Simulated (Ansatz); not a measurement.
## What a tighter setting buys: basis.ecutwfc, CdIn3 (Fm-3m, 4 atoms in the cell)

```
CdIn3
1.0
    0.00000     3.72740     3.72740
    3.72740     0.00000     3.72740
    3.72740     3.72740     0.00000
Cd In
1 3
Direct
  0.00000   0.00000   0.00000
  0.25000   0.25000   0.25000
  0.75000   0.75000   0.75000
  0.50000   0.50000   0.50000
```

Method: LDA (PW92), default PAW files made with PBE (plane waves; Ansatz, a quantum-chemistry and plane-wave program).

Base settings: basis.ecutwfc = 30.9 Ry; kpoints.mp_grid.grid = 10 10 10; hamiltonian.xc = lda; hamiltonian.pseudopotentials = {kind: paw} (the program's default PAW files); scf.occupations.method = fermi_dirac; scf.occupations.width = 0.0037 Ry.

Misses are taken against the tightest run, 61.7 Ry, which need not be fully converged itself. The energy is the free energy per atom.

The count of work is k-points × plane waves × bands × iterations; it is no time, and leaves out set-up, grids and terms that scale otherwise. 

Ansatz's pressure holds its estimate of the finite-basis (Pulay) stress, which hides part of the cutoff error; the uncorrected pressure shows it.

The starting cell comes from a database of computed structures (which also holds hypothetical and non-ambient phases and stackings), without a prior relaxation at this level. Its lattice was rescaled by a random factor within 2.5 % of one. In the base run, with a pressure of about -3 GPa the cell is away from its equilibrium volume at this level. Ansatz's pressure includes its estimate of the finite-basis (Pulay) stress.

The runs (basis.ecutwfc): 12.5 Ry | 15.4 Ry | 18.4 Ry | 21.7 Ry | 24.6 Ry | 27.9 Ry | 30.9 Ry | 35.6 Ry | 40.1 Ry | 46.3 Ry | 54 Ry | 61.7 Ry.

**Question.** Which is the coarsest setting among those run that, with all tighter ones, holds the energy within 20 meV/atom of the reference, and what does it save?

**Answer.** 24.6 Ry, off by 10 meV/atom; it needs 0.25 of the reference's count of work.

**Question.** Which is the coarsest setting among those run that, with all tighter ones, holds the energy within 2 meV/atom of the reference, and what does it save?

**Answer.** 27.9 Ry, off by 1.7 meV/atom; it needs 0.31 of the reference's count of work.

**Question.** What does the step from 21.7 Ry to 54 Ry buy?

**Answer.** It takes the miss in the energy from 110 to 0.05 meV/atom, for 3.7 times the count of work.

```csv
basis.ecutwfc,energy less reference (meV/atom),pressure less reference (GPa),uncorrected pressure less reference (GPa),count of work / reference
12.5 Ry,29446.14,0.85,-768.17,0.12
15.4 Ry,6214.95,-1.18,-219.05,0.17
18.4 Ry,1080.12,-0.04,-51.16,0.19
21.7 Ry,111.07,-0.02,-7.57,0.22
24.6 Ry,10.02,0.01,-0.86,0.25
27.9 Ry,1.73,0.01,-0.01,0.31
30.9 Ry,1.33,0.00,-0.02,0.36
35.6 Ry,0.82,0.00,0.00,0.42
40.1 Ry,0.65,0.00,-0.01,0.52
46.3 Ry,0.20,0.00,-0.01,0.64
54 Ry,0.05,0.00,0.00,0.81
61.7 Ry,0.00,0.00,0.00,1.0
```

Keys are those of Ansatz 0.2.
